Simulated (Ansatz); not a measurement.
# Element substitutions in ZnS

Take ZnS in the zinc blende structure (space group F-43m, No. 216; a = 5.357 Å) as the base.

Each row replaces one element on all its sites; cell and atoms are relaxed.

Levels (all Ansatz, a first-principles code, PAW): PBEsol (420 eV, without spin-orbit coupling); r2SCAN (500 eV, scalar-relativistic without spin-orbit coupling).

Pressures by level, all at the geometries relaxed with PBEsol:

```
case     PBEsol   r2SCAN
------  -------  -------
base    0.0 GPa  1.5 GPa
S → Pb  0.0 GPa  0.6 GPa
S → Pt  0.0 GPa  1.2 GPa
S → Mo  0.0 GPa  2.0 GPa
```

Single points use the geometry relaxed with PBEsol. Their cutoffs differ, which shifts pressures a little. Stability against distortions was not tested. As relaxed here, ZnPb, ZnPt and ZnMo are hypothetical phases, not in the database extracts checked. All final runs are without spin polarisation. ZnMo has a high density of states at the Fermi level and may be magnetic at this level.
